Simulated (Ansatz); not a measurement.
# Several settings converged on a (110) slab of CdAu (cut from a parent of space group no. 221; 8 atoms in the cell)

```xyz
8
Lattice="3.3509 0.0000 0.0000 0.0000 4.7389 0.0000 0.0000 0.0000 21.1083" Properties=species:S:1:pos:R:3 pbc="T T T"
Cd     0.0000     0.0000     7.0000
Au     1.6754     2.3694     7.0000
Cd     0.0000     2.3694     9.3694
Au     1.6754     0.0000     9.3694
Cd     0.0000     0.0000    11.7389
Au     1.6754     2.3694    11.7389
Cd     0.0000     2.3694    14.1083
Au     1.6754     0.0000    14.1083
```

Base method: LDA (PW92), default PAW files made with PBE (plane waves; Ansatz, a program for electronic structure).

Base settings: basis.ecutwfc = 420 eV; kpoints.mp_grid.grid = 5 3 1; hamiltonian.xc = lda; hamiltonian.pseudopotentials = {kind: paw} (the program's default PAW files); scf.occupations.method = fermi_dirac; scf.occupations.width = 0.1 eV.

The count of work is k-points × plane waves × bands × iterations; it is no time. 

**The vacuum**

The mesh stays at the base's, so the ladder's end is converged at best in this setting alone.

Only quantities that move along the ladder and can be compared are tabulated.

| vacuum between outermost atoms (Å) | free energy less the last step's (meV/atom) | largest difference of a force vector from the last step's (eV/Å) | count of work / last |
|---|---|---|---|
| 3.0 | -113.45 | 0.532 | 0.28 |
| 4.0 | -7.49 | 0.117 | 0.30 |
| 5.0 | 3.65 | 0.034 | 0.29 |
| 6.0 | 2.30 | 0.009 | 0.35 |
| 7.0 | 0.91 | 0.003 | 0.38 |
| 8.0 | 0.29 | 0.001 | 0.41 |
| 10.0 | 0.02 | 0.000 | 0.46 |
| 12.0 | 0.00 | 0.000 | 0.51 |
| 14.0 | 0.00 | 0.000 | 0.57 |
| 17.0 | -0.01 | 0.000 | 0.65 |
| 20.0 | -0.01 | 0.000 | 0.73 |
| 25.0 | 0.00 | 0.000 | 0.87 |
| 30.0 | 0.00 | 0.000 | 1.0 |

Smallest vacuum between outermost atoms (Å) that holds the free energy within 1 meV/atom of the last step, with all finer ones: 7.0, at 0.38 of the last step's count of work; the step before is off by 2.3 meV/atom.

Smallest vacuum between outermost atoms (Å) that holds the forces within 0.005 eV/Å of the last step, with all finer ones: 7.0, at 0.38 of the last step's count of work; the step before is off by 0.009 eV/Å.

**The plane-wave cutoff**

The mesh stays at the base's, so the ladder's end is converged at best in this setting alone.

Only quantities that move along the ladder and can be compared are tabulated.

| basis.ecutwfc | free energy less the last step's (meV/atom) | largest difference of a force vector from the last step's (eV/Å) | count of work / last |
|---|---|---|---|
| 210 eV | 7880.15 | 0.163 | 0.14 |
| 250 eV | 1441.07 | 0.133 | 0.16 |
| 295 eV | 166.17 | 0.007 | 0.21 |
| 355 eV | 4.67 | 0.001 | 0.27 |
| 420 eV | 1.56 | 0.001 | 0.36 |
| 505 eV | 0.70 | 0.000 | 0.41 |
| 630 eV | 0.25 | 0.000 | 0.57 |
| 840 eV | 0.00 | 0.000 | 1.0 |

Coarsest basis.ecutwfc that holds the forces within 0.02 eV/Å of the last step, with all finer ones: 295 eV, at 0.21 of the last step's count of work; the step before is off by 0.13 eV/Å.

Coarsest basis.ecutwfc that holds the free energy within 2 meV/atom of the last step, with all finer ones: 420 eV, at 0.36 of the last step's count of work; the step before is off by 4.7 meV/atom.

On the base run: the starting cell comes from a database of computed structures (which also holds hypothetical and non-ambient phases and stackings), without a prior relaxation at this level. The slab is cut from that crystal, and its faces are unrelaxed. Its lattice was rescaled by up to half a per cent. Without a gap this mesh is coarse (it stands for a supercell whose shortest in-plane vector is 14 Å).

Keys are those of Ansatz 0.2.
